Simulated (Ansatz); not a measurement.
**A computed series for Al: response to strain**

Consider Al in the fcc (Cu type) structure (space group Fm-3m, No. 225; relaxed with 0.1 eV smearing).

Al is modelled in the cubic space group Fm-3m (No. 225), the fcc (Cu type) structure, Pearson symbol cF4. Cell: a = 4.041 Å, b = 4.041 Å, c = 4.041 Å, α = 90.00°, β = 90.00°, γ = 90.00°. Al on 4a sees 12 Al at 2.857 Å (cuboctahedral). (Neighbours: up to the widest gap in distance over summed covalent radii, below 1.35, at either atom.)
(The calculation used a cell of 1 atom; values per cell refer to that cell.)

Strains are applied to the cell and any free atomic positions relax.

Calculations: Kohn–Sham DFT with the PBE functional, run in Ansatz (a program for electronic structure) with PAW and 420 eV plane waves, no SOC, earlier PAW set.

Notes on the quantities. energy relative to the base: free energy F.

```csv
isotropic strain (%),energy relative to the base (meV/atom)
-1.65,10.4
-1.48,8.3
-1.43,?
0,0.0
0.79,2.2
3.62,41.3
```

Task: Fit ΔE = Aε² + Bε³ (ε in %) to the rows shown and predict the withheld row.

Result: Least squares on the printed values gives A = 3.61 and B = -0.13 meV/atom (largest residual 0.0 meV/atom); this predicts 7.7 meV/atom, and the run gives 7.7 meV/atom, in agreement.

Whether these cells are dynamically stable was not tested.
